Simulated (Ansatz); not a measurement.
A user runs Ansatz (a program for electronic structure) on V3Si (Pm-3n, 8 atoms in the cell) and asks whether the run is sound. The aim is a self-consistent single point with DFT, PBE, plane waves, default PAW files.

Cell that was meant: a = 4.6837 Å, b = 4.6837 Å, c = 4.6837 Å, α = 90.00°, β = 90.00°, γ = 90.00°.

Part of the input:

Ansatz 0.2 input:
```yaml
    - { symbol: Si, position: [0.00000000, 0.00000000, 0.00000000] }
    - { symbol: Si, position: [0.50000000, 0.50000000, 0.50000000] }
kpoints:
  mp_grid: { grid: [1, 1, 1] }
hamiltonian:
  xc: pbe
  pseudopotentials: { kind: paw }
```

The program printed (abridged):

```
WARN basis.ecutwfc = 420 eV, the default
WARN ansatz: RAYON_NUM_THREADS=1 ignored (pool sized by the plan → 1); use --threads N
   [... lines left out ...]
Symmetry: 48 space group operations
Space group: Pm-3n (ITA 223), of the structure as read, at distance tolerance 4.7e-5 Å
Magnetic group: BNS 223.104 (UNI 1606), of the structure as read, at distance tolerance 4.7e-5 Å
k-points: 1
Initial density: superposition of atomic densities (chi_scale 0.1, normalization cell)
Starting moments: Σ|m| = 12 μB on 6 of 8 sites
Initial wavefunctions: pseudopotential atomic-orbital guess
Eigensolver: davidson
Functional: x = pbe(κ = 0.804, μ = 0.2195149727645171), c = pbe(β = 0.06672455060314922)
SCF iter   1: F=—  HF=-18759.615367 eV  |F-HF|=—  |Δ(HF+E_count)|=         —  Δρ=1.48e-1 (↑1.48e-1 ↓8.17e-2)  dr2=6.77e0  dr2_m=1.15e1  M=1.719 μB ∫|m|=2.404 μB  β_m=0.30  ethr=3.10e-3  ⟨swp⟩=4.5  Hψ=372  notcnv=0
Mixer restart at iter 1: flushing history
all-band conjugate gradients solve this SCF's bands
preconditioner: auto → Resta (q_TF=auto, 2.649 Å⁻¹)
   [... lines left out ...]
SCF iter  18: F=-18756.957562 eV  HF=-18756.957562 eV  |F-HF|=5.52e-8  |Δ(HF+E_count)|=   4.28e-6  S|Δr|=    0.00e0  Δρ=1.02e-5 (↑1.01e-5 ↓1.02e-5)  dr2=4.65e-10  dr2_m=9.71e-8  M=1.975 μB ∫|m|=2.134 μB  β_m=0.90  ethr=1.54e-11  ⟨swp⟩=5.0  Hψ=414  notcnv=0
SCF iter  19: F=-18756.957562 eV  HF=-18756.957562 eV  |F-HF|=1.49e-10  |Δ(HF+E_count)|=   8.64e-8  S|Δr|=    0.00e0  Δρ=5.63e-7 (↑5.63e-7 ↓5.58e-7)  dr2=6.91e-11  dr2_m=2.71e-10  M=1.975 μB ∫|m|=2.133 μB  ethr=1.00e-12  ⟨swp⟩=3.0  Hψ=298  notcnv=0
SCF 1 converged in 19 iterations: F = -18756.957562 eV  dr2 = 6.91e-11
Stability not checked (fill_not_monotonic)
Magnetization: 1.9750 μB (43.9875 up, 42.0125 down)
Absolute magnetization: 2.1307 μB (∫|ρ↑−ρ↓|, with the PAW one-centre terms)
Spin contamination: 0.0052 ħ² per cell (⟨S²⟩ above its minimum at these occupations)
   [... lines left out ...]
Free energy (F): -18756.957562 eV
Fermi energy:    15.990637 eV
   [... lines left out ...]
   [... zero for the other atoms too ...]
--- Stress (GPa, compression-positive) ---
      -18.077001      -0.000000       0.000000
        0.000000     -18.077001       0.000000
       -0.000000       0.000000     -18.077001
  P = ⅓ Tr σ = -18.0770 GPa (-180.770 kbar)
  The stress holds the Pulay correction. Without it, at fixed plane waves, as pw.x and ABINIT print it: P = -18.1880 GPa
```

Problem. Is this run sound? If not, what is wrong?

Solution. The run is not sound. The fault is a single k-point for a small metallic cell. One k-point cannot sample the Fermi surface of a small cell. To fix it, use a converged k-point mesh. The run converged in 19 iterations without an error; against the sound input the free energy falls by 893 meV/atom, the pressure goes from 2.30 to -18.08 GPa and the size of the net moment goes from 0.00 to 0.25 μB/atom.

The sound input it was made from differs as follows (other fixes are possible):
```diff
-  mp_grid: { grid: [1, 1, 1] }
+  mp_grid: { grid: [5, 5, 5] }
```

With that input, the run converged in 16 iterations: free energy E − TS (on the zero of these files) -18749.8130 eV; Fermi level (on the code's own zero) 15.99 eV; pressure 2.30 GPa; size of the cell's spin moment 0.00 μB (DFT, PBE, plane waves, default PAW files).

On the sound input: the starting cell comes from a database of computed structures (which also holds hypothetical and non-ambient phases and stackings), without a prior relaxation at this level. The starting moments vanished: the run ended non-magnetic, which need not be the lowest state. The program warned that a starting moment was not kept. Ansatz's pressure includes its estimate of the finite-basis (Pulay) stress.
